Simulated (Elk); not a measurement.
A self-consistent single point of TaSeS (P3m1, 3 atoms in the cell) with Elk.

Computed with LDA (PW92), all-electron FP-LAPW, Elk's shipped species files, default APW+lo basis (Elk 10.2.4).

```xyz
3
Lattice="3.4591 0.0000 0.0000 -1.7295 2.9957 0.0000 0.0000 0.0000 6.4479" Properties=species:S:1:pos:R:3 pbc="T T T"
Ta     0.0000     0.0000     0.0683
Se     1.7295     0.9985     4.7967
S      0.0000     1.9971     1.5829
```

Reference input (self-consistent single point, DFT, PBEsol, all-electron FP-LAPW, Elk's shipped species files, default APW+lo basis): xctype = 22; stype = 0; swidth = 0.00999582 Ha; ngridk = 9 9 4; rmtscf = 0.89; maxscl = 100. This run's input differs from it in these lines:

```diff
@@ -2,5 +2,2 @@
   0
-
-xctype
-  22
```

Log, with long lists cut:

```
│ Self-consistent loop started │
│ Loop number : 1 │
 total energy                :     -18436.2470260
│ Loop number : 2 │
 total energy                :     -18436.8163239
RMS change in Kohn-Sham potential (target) :   0.1737419596     (  0.1000000000E-05)
Absolute change in total energy (target)   :   0.5692978802     (  0.1000000000E-03)
│ Loop number : 3 │
 total energy                :     -18438.2266293
RMS change in Kohn-Sham potential (target) :   0.1481843097     (  0.1000000000E-05)
Absolute change in total energy (target)   :    1.552629955     (  0.1000000000E-03)
│ Loop number : 4 │
   [... lines left out ...]
Absolute change in total energy (target)   :   0.9008886991E-03 (  0.1000000000E-03)
│ Loop number : 16 │
 total energy                :     -18442.0961361
RMS change in Kohn-Sham potential (target) :   0.1852002060E-06 (  0.1000000000E-05)
Absolute change in total energy (target)   :   0.2989015120E-03 (  0.1000000000E-03)
│ Loop number : 17 │
 total energy                :     -18442.0961228
RMS change in Kohn-Sham potential (target) :   0.1086108393E-06 (  0.1000000000E-05)
Absolute change in total energy (target)   :   0.8796437760E-04 (  0.1000000000E-03)
Convergence targets achieved

│ Loop number : 18 │

Energies :
 Fermi                       :     0.237169701363
 total energy                :     -18442.0961197

Density of states at Fermi energy :    46.46102667
 (states/Hartree/unit cell)

Estimated indirect band gap :   0.1290035793E-02
 from k-point      9 to k-point      1
Estimated direct band gap   :   0.8850167336E-02
 at k-point      1

Charges :
 core                        :    74.00000000
 valence                     :    49.00000000
 interstitial                :    6.864893685
 muffin-tins (core leakage)
  species :    1 (Ta)
   atom    1                 :    70.67418316     (  0.1959760191E-05)
  species :    2 (Se)
   atom    1                 :    31.71111872     (  0.3361904714E-03)
  species :    3 (S)
   atom    1                 :    13.74980443     (  0.3562207044E-03)
 total in muffin-tins        :    116.1351063
 total calculated charge     :    122.9821725
 total charge                :    123.0000000
 error                       :   0.1782754708E-01

│ Self-consistent loop stopped │
```

The run converged in 18 iterations. The count includes the last loop, which Elk runs after its targets are met. 

The starting cell comes from a database of computed structures (which also holds hypothetical and non-ambient phases and stackings), without a prior relaxation at this level. Its lattice was rescaled by a random factor within 2.5 % of one. Spin-orbit coupling is off. Spin polarisation is off. Values depend on the basis (sphere radii, cutoffs, local orbitals), which need not be converged. The log's line on a gap gives a spacing of levels on this mesh, which the program prints for metals too.

Cost on one core of a shared machine: roughly 2 min.
